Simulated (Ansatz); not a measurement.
Results of BLYP in Ansatz (plane waves, PAW) for cubic perovskite CsCaF₃.

Numerical settings: plane-wave cutoff 520 eV, 8×8×8 k mesh, Fermi–Dirac smearing 0.01 eV, scalar-relativistic PAW data made under PBE.

Cell (relaxed at this level):

CaCsF3 is modelled in the cubic space group Pm-3m (No. 221), the cubic perovskite structure, Pearson symbol cP5. Conventional cell: a = b = c = 4.6240 Å, α = β = γ = 90.00°. Cs on 1a has 12 F at 3.270 Å (cuboctahedral). Ca on 1b is surrounded by 6 F at 2.312 Å (octahedral). F on 3c is coordinated by 2 Ca at 2.312 Å and 4 Cs at 3.270 Å (octahedral). (Neighbours: up to the widest gap in distance over summed covalent radii, below 1.35, at either atom; cation-cation and far metal-metal contacts left out.)

Task: Estimate the bulk modulus B0, band gap, smallest direct gap on the k points sampled and pressure derivative B′ of the bulk modulus that the calculation returns.

Result: 
bulk modulus B0: 44.6 GPa
band gap: 6.87 eV
smallest direct gap on the k points sampled: 6.93 eV
pressure derivative B′ of the bulk modulus: 4.7

Measured, for comparison: bulk modulus 50.9 GPa (room temperature, no zero-point or thermal correction; as tabulated in Vaitheeswaran et al. (2016), arXiv:1609.00541). Computed (rounded) less measured: bulk modulus -12 %.

Note: the relaxation could not lower the start's symmetry, so the cell can be a saddle point above a distorted one.

Spin–orbit coupling is not included.

The computed numbers hold no vibrational or temperature effects.

Ansatz is an electronic-structure program.
